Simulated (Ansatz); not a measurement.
## ScAg3 (model structure, started from the Cu3Au type, Pm-3m, No. 221, 4 atoms in the cell)

The numbers are results of LDA in Ansatz (PAW), not measurements.

Run with plane-wave cutoff 520 eV, 14×14×14 k mesh, Fermi–Dirac smearing 0.05 eV, no spin polarisation, scalar-relativistic PAW data made under PBE.

Cell (relaxed at this level):

```cif
data_Ag3Sc
_chemical_formula_sum 'Ag3 Sc1'
_space_group_name_H-M_alt 'Pm-3m'
_space_group_IT_number 221
_space_group_name_Hall '-P 4 2 3'
_cell_length_a 4.10322
_cell_length_b 4.10322
_cell_length_c 4.10322
_cell_angle_alpha 90.000
_cell_angle_beta 90.000
_cell_angle_gamma 90.000
loop_
_atom_site_label
_atom_site_type_symbol
_atom_site_symmetry_multiplicity
_atom_site_Wyckoff_symbol
_atom_site_fract_x
_atom_site_fract_y
_atom_site_fract_z
_atom_site_occupancy
Ag1 Ag 3 c 0.00000 0.50000 0.50000 1
Sc1 Sc 1 a 0.00000 0.00000 0.00000 1
```

```json
{
  "band_gap": "none",
  "bulk modulus B0": "115 GPa"
}
```

Note: the bulk modulus is −V dP/dV from two relaxed cells at ±2 % in volume; the relaxation could raise the start's symmetry but not lower it, so the cell can be a saddle point.

Spin–orbit coupling is not included.

The computed numbers hold no vibrational or temperature effects.

It cost about 2.3 core-minutes (a rough figure) of CPU time.

A model structure was made by putting elements into a prototype or built by hand; it is no filed structure, need not be a known phase, and can be a saddle point held by its symmetry.

Ansatz is an electronic-structure program.
